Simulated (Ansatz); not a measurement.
## PbTe (model structure, started from the 4H type, P6₃mc, No. 186, 8 atoms in the cell): volume per atom by level of theory

No measured value is used here.

```csv
level (code),value (Å³/atom)
PBE (Ansatz),43.78
PBEsol (Ansatz),40.83
PBE-D3(BJ) (Ansatz),[?]
```

Question: What belongs in the gaps?

Answer: 
- PBE-D3(BJ) (Ansatz, a program for electronic structure), value (Å³/atom): 41.84

Density-functional levels without +SOC have no spin–orbit coupling. Ansatz's density-functional and Hartree–Fock values are scalar-relativistic unless marked +SOC, with PAW data made under PBE.

A model structure was made by putting elements into a prototype or built by hand; it is no filed structure, need not be a known phase, and can be a saddle point held by its symmetry.
